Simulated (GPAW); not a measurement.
Band structure of SrAlGeH (P3m1, 4 atoms in the cell).

```yaml
crystal:
  lattice:
    - [4.26579, 0.00000, 0.00000]
    - [-2.13289, 3.69428, 0.00000]
    - [0.00000, 0.00000, 4.96727]
  atoms:
    - { symbol: Sr, position: [0.33333, 0.66667, 0.00460] }
    - { symbol: Al, position: [0.00000, 0.00000, 0.45805] }
    - { symbol: Ge, position: [0.66667, 0.33333, 0.56130] }
    - { symbol: H, position: [0.00000, 0.00000, 0.10525] }
```

Method: PBEsol, GPAW PAW datasets PBEsol (made by gpaw-setup) (plane waves; GPAW 25.7.0).

Settings: mode = pw; ecut = 800 eV; xc = PBEsol; kpts = 5 5 4; mesh shift (steps) = 0 0 0; occupations.name = fermi-dirac; occupations.width = 0.01 eV; nbands = -8; convergence.forces = 0.001 eV/Å; convergence.bands = -6; symmetry.symmorphic = false; symmetry.tolerance = 0.0005; maxiter = 120; bandpath_npoints = 40.

The starting cell comes from a database of computed structures (which also holds hypothetical and non-ambient phases and stackings), without a prior relaxation at this level.

Task: Predict the gap along the standard path and the places of the band edges.

Result: The gap along the path is 0.65 eV, from A to a point between A|L and M|K; the smallest direct gap on it is 1.32 eV.

Levels in eV from the top of the valence band on the SCF mesh, bands 6 to 13:
```tsv
point	6	7	8	9	10	11	12	13
Γ	-4.60	-1.41	-0.56	-0.56	1.31	3.14	3.14	4.43
M	-6.35	-3.15	-1.44	-0.64	0.68	2.17	2.78	3.18
K	-6.25	-3.60	-2.61	-0.67	1.12	2.76	3.94	4.91
A	-5.99	-0.15	-0.15	0.00	1.47	1.92	1.92	2.82
L	-5.74	-4.01	-1.76	-1.55	1.37	3.27	4.56	4.79
H	-6.01	-3.81	-2.90	-1.21	2.13	3.91	5.09	5.09
```
